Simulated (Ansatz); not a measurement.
The reference is Rh in the fcc (Cu type) structure (space group Fm-3m, No. 225; relaxed with 0.1 eV smearing).

```xyz
1
Lattice="0.0000 1.9008 1.9008 1.9008 0.0000 1.9008 1.9008 1.9008 0.0000" Properties=species:S:1:pos:R:3 pbc="T T T"
Rh     0.0000     0.0000     0.0000
```

Cartesian axes are those of the cell as printed.

Method: DFT with r2SCAN, PAW potentials and a 500 eV plane-wave cutoff in Ansatz (a program for electronic structure), without spin-orbit coupling.

Before the change:

- Pressure = 0.0 GPa
- Shortest interatomic distance = 2.688 Å

The change: uniaxial strain ε_zz = +3.00 %, all other strain components held at zero; the atoms relax in the strained cell.

Task: How does this affect the energy relative to the base, pressure and shortest interatomic distance?

Result: The energy rises by 16 meV/atom; the pressure (mean of the normal stresses, compression positive) goes from zero to -7.5 GPa; the shortest interatomic distance remains 2.688 Å.

Whether these cells are dynamically stable was not tested. The final runs are not spin-polarised. Rh lies near a magnetic instability that expansion can trigger; it was not tested.
